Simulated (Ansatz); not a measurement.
The reference is Nb in the bcc (W type) structure (space group Im-3m, No. 229; a = 3.273 Å; relaxed with 0.1 eV smearing). Axes: x, y, z lie along the cube axes.

All numbers come from PBEsol (Ansatz, a program for electronic structure, PAW, no spin-orbit coupling).

Before the change:

The pressure is 0.0 GPa.

Perturbation: tensile biaxial strain of 2.00 % in the plane normal to [001], as in epitaxy on a mismatched substrate; the out-of-plane cell vector and the atoms relax.

Problem. Predict the new energy relative to the base, out-of-plane strain and pressure.

Solution. The energy goes up by 10 meV/atom; the out-of-plane strain comes out as -2.22 %; the pressure (mean of the normal stresses, compression positive) goes from zero to -2.9 GPa.

No phonon test of stability was made. The final runs are not spin-polarised.
